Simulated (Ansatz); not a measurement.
The reference is MoSi₂ (space group I4/mmm, No. 139; a = 3.2022 Å, c = 7.8195 Å). Axes: x, y, z lie along a, b, c of the conventional cell.

The values are results of Ansatz (a first-principles code) r2SCAN, no spin-orbit coupling, earlier PAW set, not measurements.

Strains are applied to the cell and any free atomic positions relax; under biaxial strain the out-of-plane vector relaxes too.

One change was made to it. Results:

| quantity | base | after |
|---|---|---|
| energy relative to the base (free energy F) | 0 meV/atom | +10 meV/atom |
| band gap | zero | zero |
| pressure (mean of the normal stresses, compression positive) | 0.0 GPa | -0.4 GPa |

Q: Name the change that was made.
(A) uniaxial strain ε_yy = −1.34 %
(B) biaxial strain −3.60 %, plane normal [001], relaxed out of plane
(C) biaxial strain +0.62 %, plane normal [001], relaxed out of plane
(D) strain tensor (xx, yy, zz, yz, xz, xy) = (+0.48, +0.88, −0.90, −1.13, +0.70, +0.46) %
(E) biaxial strain +2.86 %, plane normal [001], relaxed out of plane

A: D, strain tensor (xx, yy, zz, yz, xz, xy) = (+0.48, +0.88, −0.90, −1.13, +0.70, +0.46) %. For comparison, the energy relative to the base in the other runs: biaxial strain −3.60 %, plane normal [001], relaxed out of plane gives +58 meV/atom; biaxial strain +2.86 %, plane normal [001], relaxed out of plane gives +32 meV/atom; biaxial strain +0.62 %, plane normal [001], relaxed out of plane gives +1.6 meV/atom; uniaxial strain ε_yy = −1.34 % gives +3.2 meV/atom.

A case with no gap was solved on a k-mesh chosen for an insulator, which is coarse for it. Without a gap, meshes like the base's 14×14×14 leave anisotropic stresses uncertain by several tenths of a GPa, and small strain energies with them. Stability against distortions was not tested. All final runs are without spin polarisation.
